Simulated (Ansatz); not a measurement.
Worked example: self-consistent single point of KSc2 (Fd-3m, 6 atoms in the cell) in Ansatz (an electronic-structure program).

Method of the run: LDA (PW92), default PAW files made with PBE (plane waves; Ansatz).

The change in words: lattice scaled by 1.03. Reference geometry:
```
CELL_PARAMETERS angstrom
      0.00000     4.52342     4.52342
      4.52342     0.00000     4.52342
      4.52342     4.52342     0.00000
ATOMIC_POSITIONS crystal
  Sc 0.12500 0.12500 0.12500
  Sc 0.62500 0.12500 0.12500
  Sc 0.12500 0.62500 0.12500
  Sc 0.12500 0.12500 0.62500
  K  0.75000 0.75000 0.75000
  K  0.50000 0.50000 0.50000
```

Reference input (self-consistent single point, DFT, LDA (PW92), plane waves, default PAW files made with PBE): basis.ecutwfc = 420 eV; kpoints.mp_grid.grid = 9 9 9; hamiltonian.xc = lda; hamiltonian.pseudopotentials = {kind: paw} (the program's default PAW files); scf.occupations.method = cold; scf.occupations.width = 0.1 eV. This run's input differs from it in these lines:

```diff
@@ -2,5 +2,5 @@
   lattice:
-    - [0.000000, 4.523421, 4.523421]
-    - [4.523421, 0.000000, 4.523421]
-    - [4.523421, 4.523421, 0.000000]
+    - [0.000000, 4.659124, 4.659124]
+    - [4.659124, 0.000000, 4.659124]
+    - [4.659124, 4.659124, 0.000000]
   atoms:
```

The program printed (abridged):

```
SCF iter   1: F=—  HF=-11344.299226 eV  |F-HF|=—  |Δ(HF+E_count)|=         —  Δρ=4.97e-3  dr2=2.99e-2  ethr=1.77e-3  ⟨swp⟩=7.7  Hψ=6020  notcnv=0
all-band conjugate gradients solve this SCF's bands
preconditioner: auto → Kerker (q_TF=auto, 2.240 Å⁻¹)
SCF iter   2: F=—  HF=-11344.309346 eV  |F-HF|=—  |Δ(HF+E_count)|=   1.01e-2  S|Δr|=    0.00e0  Δρ=2.68e-3  dr2=7.61e-3  ethr=4.82e-5  ⟨swp⟩=2.1  Hψ=1790  notcnv=0
   [... lines left out ...]
SCF iter   6: F=—  HF=-11344.309968 eV  |F-HF|=—  |Δ(HF+E_count)|=   1.12e-4  S|Δr|=    0.00e0  Δρ=1.86e-5  dr2=1.74e-6  ethr=1.02e-8  ⟨swp⟩=2.3  Hψ=1951  notcnv=0
SCF iter   7: F=—  HF=-11344.309968 eV  |F-HF|=—  |Δ(HF+E_count)|=   2.35e-7  S|Δr|=    0.00e0  Δρ=7.75e-6  dr2=2.47e-7  ethr=2.81e-9  ⟨swp⟩=2.0  Hψ=1543  notcnv=0
SCF iter   8: F=-11344.309968 eV  HF=-11344.309968 eV  |F-HF|=1.22e-8  |Δ(HF+E_count)|=   5.72e-8  S|Δr|=    0.00e0  Δρ=2.20e-6  dr2=2.08e-8  ethr=1.61e-10  ⟨swp⟩=5.6  Hψ=4494  notcnv=0
SCF 1 converged in 8 iterations: F = -11344.309968 eV  dr2 = 2.08e-8
Stability not checked (fill_not_monotonic)
Free energy (F): -11344.309968 eV
Internal energy: -11344.281275 eV  (E = F + TS)
E sigma→0 (E₀):  -11344.300404 eV
Entropy (-TS):   -0.028692 eV (-4.782 meV/atom)
Fermi energy:    5.900717 eV
--- Forces (eV/Å), atoms counted from 1 ---
  atom   1  Sc     0.00000000    -0.00000000     0.00000000
   [... zero for the other atoms too ...]
--- Stress (GPa, compression-positive) ---
       -1.593968       0.000000       0.000000
        0.000000      -1.593968      -0.000000
        0.000000       0.000000      -1.593968
  P = ⅓ Tr σ = -1.5940 GPa (-15.940 kbar)
  The stress holds the Pulay correction. Without it, at fixed plane waves, as pw.x and ABINIT print it: P = -1.5996 GPa
```

The run converged in 8 iterations. Against the reference run the free energy goes up by 9.9 meV/atom and the pressure goes from 0.63 to -1.59 GPa.

The starting cell was generated: these elements placed on a structure prototype, without a prior relaxation; it need not be a known phase or ordering of this composition. For this run, on top of that: lattice scaled by 1.03. Ansatz's pressure includes its estimate of the finite-basis (Pulay) stress.

Keys are those of Ansatz 0.2.
